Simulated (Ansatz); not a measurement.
An Ansatz (a first-principles code) run: CdSe with a change (uniaxial strain ε_zz = +0.50 %); LDA (Ansatz, PAW, no SOC).

Input:

Ansatz 0.2 input:
```yaml
crystal:
  lattice:
    - [0, 3.0037359609, 3.0187546407]
    - [3.0037359609, 0, 3.0187546407]
    - [3.0037359609, 3.0037359609, 0]
  atoms:
    - { symbol: Cd, position: [0, 0, 0] }
    - { symbol: Se, position: [0.25, 0.25, 0.25] }
basis: { ecutwfc: 420, ecutrho_ratio: 4, xc_grid: 2, fft_grid_basis: typed }
kpoints: { mp_grid: { grid: [10, 10, 10] } }
hamiltonian:
  xc: lda
  dispersion: none
  pseudopotentials: { kind: paw }
scf: { occupations: { method: fermi_dirac, width: 0.05 }, convergence: { dr2_threshold: 0.0000000002 } }
relax: { f_tol: 0.005, max_steps: 50 }
output: { forces: true, stress: true }
checkpoint: { write: state.ck, write_every: 1000 }
```

Output:

```
Relaxation: its limit of steps is 50 (relax.max_steps)
WARN ansatz: RAYON_NUM_THREADS=1 ignored (pool sized by the plan → 1); use --threads N
Pseudopotentials: kind: paw
Pseudopotential: Cd, paw, valence charge 20
Pseudopotential: Se, paw, valence charge 16
Functional definition: SPW92
Crystal: 2 atoms, lattice volume = 54.473 Å³
Basis set: ecut = 420 eV, 1067 PW (Γ), exchange–correlation on 60×60×60 points (8 copies of the dense FFT grid, shifted against one another)
Bands: 22, of which v1, the nominal top of the filled ones, is band 18 counted from 1 (17 counted from 0)
Symmetry: 8 space group operations
Space group: I-4m2 (ITA 119), of the structure as read, at distance tolerance 3.8e-5 Å
k-points: 102 of 1000 (time reversal used)
PAW frozen core: Cd, regenerated for the run's functional, and the local potential with it
PAW frozen core: Se, regenerated for the run's functional, and the local potential with it
Initial density: superposition of atomic densities (neutral atoms: chi_scale 0, normalization atom), corrected by the library's trained network
Initial wavefunctions: pseudopotential atomic-orbital guess
Eigensolver: davidson
Functional: x = slater, c = lda
SCF iter   1: F=—  HF=-13502.244125 eV  |F-HF|=—  |Δ(HF+E_count)|=         —  Δρ=7.23e-3  dr2=2.19e-2  ethr=1.77e-3  ⟨swp⟩=5.9  Hψ=9661  notcnv=0
all-band conjugate gradients solve this SCF's bands
preconditioner: auto → none
SCF iter   2: F=—  HF=-13502.237745 eV  |F-HF|=—  |Δ(HF+E_count)|=   6.38e-3  Δρ=2.50e-3  dr2=1.54e-3  ethr=6.09e-5  ⟨swp⟩=2.0  Hψ=4284  notcnv=0
SCF iter   3: F=—  HF=-13502.237435 eV  |F-HF|=—  |Δ(HF+E_count)|=   3.09e-4  Δρ=1.17e-3  dr2=3.20e-4  ethr=4.27e-6  ⟨swp⟩=2.9  Hψ=4445  notcnv=0
SCF iter   4: F=—  HF=-13502.237393 eV  |F-HF|=—  |Δ(HF+E_count)|=   4.23e-5  Δρ=2.56e-4  dr2=4.18e-5  ethr=8.89e-7  ⟨swp⟩=2.0  Hψ=3058  notcnv=0
SCF iter   5: F=—  HF=-13502.237379 eV  |F-HF|=—  |Δ(HF+E_count)|=   1.46e-5  Δρ=2.37e-5  dr2=2.65e-7  ethr=1.16e-7  ⟨swp⟩=2.4  Hψ=3703  notcnv=0
SCF iter   6: F=—  HF=-13502.237379 eV  |F-HF|=—  |Δ(HF+E_count)|=   4.81e-7  Δρ=7.29e-6  dr2=2.38e-8  ethr=7.36e-10  ⟨swp⟩=2.0  Hψ=2724  notcnv=0
SCF iter   7: F=-13502.237379 eV  HF=-13502.237379 eV  |F-HF|=9.28e-11  |Δ(HF+E_count)|=   2.43e-9  Δρ=6.64e-7  dr2=1.15e-10  ethr=1.00e-12  ⟨swp⟩=3.1  Hψ=9427  notcnv=0
SCF 1 converged in 7 iterations: F = -13502.237379 eV  dr2 = 1.15e-10
relax step   1: F+E_penalty+E_count = -13502.23737903 eV  Δ(F+E_penalty+E_count) = +0.000e0 eV  max|allowed force component| = 8.327e-17 eV/Å  Δτ_max = 0.0000 Å  (7 SCF iters, accepted)
the relaxation is at rest under the 8 symmetry operations that the run kept from its start: a minimum is not shown …
SCF converged after 7 iterations
Free energy (F): -13502.237379 eV
Harris-Foulkes:  -13502.237379 eV  (|F-HF|=9.28e-11)
Internal energy: -13502.237324 eV  (E = F + TS)
E sigma→0 (E₀):  -13502.237352 eV
Entropy (-TS):   -0.000055 eV (-0.027 meV/atom)
Fermi energy:    7.876443 eV
--- Per-component energies (eV) ---
  E_band       = -889.204482
  E_kinetic    = 625.042096
  E_local      = -6313.006710  (includes V_loc(G=0)·N_el)
  E_nonlocal   = -548.408669
  E_hartree    = 2997.526488
  E_xc         = -279.312795
  E_vxc        = -320.162518  (∫ρ·V_xc dr)
  E_paw        = -5774.323661  (= ΣΔE_a)
  E_vpaw       = -327.721074  (= ΣTr[D̂ρ^β])
  E_aug_tail   = -0.000578  (compensation charges beyond the density's cutoff)
  E_ewald      = -4212.737427
  E_core_change = 2.983931  (= ΣΔE_core)
  E_smearing   = -0.000055  (= −TS)
  E_closure    = 0.000000  (closes the sum)
  Σ components = -13502.237379   (vs F -13502.237379, Δ=0.00e0)
  [band-id]    e_kinetic+e_local+e_nonlocal+2·e_hartree+e_vxc+e_vpaw+e_augmentation_tail = -889.204475   (vs E_band -889.204482, Δ=6.57e-6)
--- Forces (eV/Å), atoms counted from 1 ---
  atom   1  Cd    -0.00000000    -0.00000000     0.00000000
  atom   2  Se     0.00000000    -0.00000000     0.00000000
  max |Σ_I F_I| component: 5.55e-17 eV/Å
--- Stress (GPa, compression-positive) ---
       -0.250519       0.000000       0.000000
        0.000000      -0.250519      -0.000000
       -0.000000      -0.000000      -0.346048
  P = ⅓ Tr σ = -0.2824 GPa (-2.824 kbar)
  The stress holds the Pulay correction. Without it, at fixed plane waves, as pw.x and ABINIT print it: P = -0.3067 GPa
  The stress includes an estimate of the error left by incomplete SCF convergence (largest component 0.0001 GPa).
--- Band table ---
  band table: none
--- Relaxed structure (1 steps of the walk, 1 accepted, 0 SCFs on fresh bases) ---
  F+E_penalty+E_count = -13502.23737903 eV   max|allowed force component| = 8.327e-17 eV/Å
  atoms:
    - { symbol: Cd, position: [0.0, 0.0, 0.0] }
    - { symbol: Se, position: [0.25000000000000006, 0.25000000000000006, 0.24999999999999994] }
```

Whether these cells are dynamically stable was not tested. The cell was made from CdSe in the zinc blende structure (space group F-43m, No. 216) by this change: uniaxial strain ε_zz = +0.50 %.
